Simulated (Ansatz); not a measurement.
Starting structure for a constructed model of the (110) surface of bcc Mo, a layer of Sc in place of the second plane (bottom of the slab: a bare face, its two planes held).

```
CELL_PARAMETERS angstrom
      2.73735     0.00000     0.00000
     -0.91245     2.58080     0.00000
      0.00000     0.00000    27.50000
ATOMIC_POSITIONS crystal
  Mo 0.50000 0.50000 0.29332
  Mo 0.00000 0.00000 0.37460
  Mo 0.50000 0.50000 0.45587
  Mo 0.00000 0.00000 0.53715
  Sc 0.50000 0.50000 0.62191
  Mo 0.00000 0.00000 0.70668
```

Level of theory: PBE (plane waves to 420 eV, PAW; Ansatz, an electronic-structure program).

Slab: 6 atoms, 11.4 Å thick at the start with caps and adatoms (thin: gaps and levels are the slab's own); k 14x14x1, smearing 0.1 eV, dipole-corrected; 2 atoms held, the rest relaxed; start symmetry kept, larger cells not searched; no spin, no spin-orbit, no U. Held atoms (counted from 1): 1, 2.

### Question
Which atoms move most when this structure relaxes, how far, and what energy is gained?

### Answer
the energy falls by 0.058 eV. In PBE it lies 0.01 eV a 1x1 cell over the lowest computed structure of the same composition (a layer of Sc in place of the third plane). Moves over a fifth of the largest (Å, atoms counted from 1):

| atom | Δx | Δy | Δz |
|---|---|---|---|
| Mo6 | 0.00 | 0.00 | 0.16 |
| Sc5 | 0.00 | 0.00 | 0.12 |

Path of the relaxation:

```csv
step,E − E_final (eV),largest force component (eV/Å)
1,0.058,0.821
2,0.050,0.889
3,0.009,0.210
4,0.000,0.014
5,0.000,0.014
```
